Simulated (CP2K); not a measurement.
Band structure of Sb (Pm-3m, 1 atom in the cell).

```
Sb
1.0
    3.15148     0.00000     0.00000
    0.00000     3.15148     0.00000
    0.00000     0.00000     3.15148
Sb
1
Direct
  0.00000   0.00000   0.00000
```

Computed with CP2K with PBEsol, GPW, DZVP-MOLOPT-SR-GTH basis, GTH-PBE potentials (GTH_POTENTIALS).

Settings: CUTOFF = 400 Ry; REL_CUTOFF = 60 Ry; SMEAR/METHOD = GAUSSIAN; SIGMA = 0.272 eV; KPOINTS/SCHEME = MONKHORST-PACK 14 14 14; GAMMA_CENTERED = T; XC_FUNCTIONAL = PBE:PBESOL; Sb/BASIS_SET = DZVP-MOLOPT-SR-GTH; Sb/POTENTIAL = GTH-PBE-q5; METHOD = GPW; EPS_DEFAULT = 1e-11; EXTRAPOLATION = USE_GUESS; NGRIDS = 4; SCF_GUESS = ATOMIC.

The starting cell comes from a database of computed structures (which also holds hypothetical and non-ambient phases and stackings), without a prior relaxation at this level. Its lattice was rescaled by a random factor within 2.5 % of one. Spin-orbit coupling is off. Values carry the incompleteness of an atom-centred basis. The potentials were made for another functional than the one used.

Levels in eV from the Fermi level, bands 1 to 4:
| point | 1 | 2 | 3 | 4 |
|---|---|---|---|---|
| Γ | -11.89 | 3.31 | 3.31 | 3.31 |
| X | -9.64 | -5.28 | 5.17 | 5.17 |
| M | -7.27 | -3.27 | -3.27 | 3.78 |
| R | -4.63 | -1.40 | -1.40 | -1.40 |

Bands cross the Fermi level along this path, so the cell is metallic at this level.

Higher empty bands are left out: an atom-centred basis made for the valence describes them poorly.
